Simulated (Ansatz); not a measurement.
Consider SiS2 (space group Ibam, No. 72; made of chains).

```yaml
crystal:
  lattice:
    - [-2.90085, 4.94463, 2.77314]
    - [2.90085, -4.94463, 2.77314]
    - [2.90085, 4.94463, -2.77314]
  atoms:
    - { symbol: S, position: [0.88518, 0.80026, 0.68544] }
    - { symbol: S, position: [0.38518, 0.69974, 0.08492] }
    - { symbol: S, position: [0.61482, 0.30026, 0.91508] }
    - { symbol: S, position: [0.11482, 0.19974, 0.31456] }
    - { symbol: Si, position: [0.75000, 0.75000, 0.00000] }
    - { symbol: Si, position: [0.25000, 0.25000, 0.00000] }
```

Computed with Ansatz (a first-principles code) r2SCAN, no spin-orbit coupling, earlier PAW set.

Base values:

- Density: 1.92 g/cm³
- Band gap: 3.30 eV
- Shortest interatomic distance: 2.134 Å
- Smallest direct gap: 3.60 eV
- Gap character: indirect, Σ₀–Γ (22 % along) → k = (3/8, 3/8, -3/8) in the run's primitive reciprocal basis

Perturbation: cell and atoms relaxed at a pressure of 18 GPa.

Question: Estimate the effect on the density, band gap, shortest interatomic distance, smallest direct gap and gap character.

Answer: The density rises by 1.093 g/cm³ to 3.02 g/cm³; the band gap decreases by 1.28 eV to 2.02 eV; the shortest interatomic distance falls by 0.0486 Å to 2.086 Å; the smallest direct gap decreases by 1.44 eV (3.60 eV → 2.16 eV); the gap character goes from indirect, Σ₀–Γ (22 % along) → k = (3/8, 3/8, -3/8) in the run's primitive reciprocal basis to indirect, Σ₀–Γ (18 % along) → Γ.

Load acts through the strain it causes; cell and atoms are relaxed under it. Whether these cells are dynamically stable was not tested. No other phases were tried under pressure. No dispersion term is included, though the crystal is made of layers, chains or molecules, so its spacings can come out too wide.
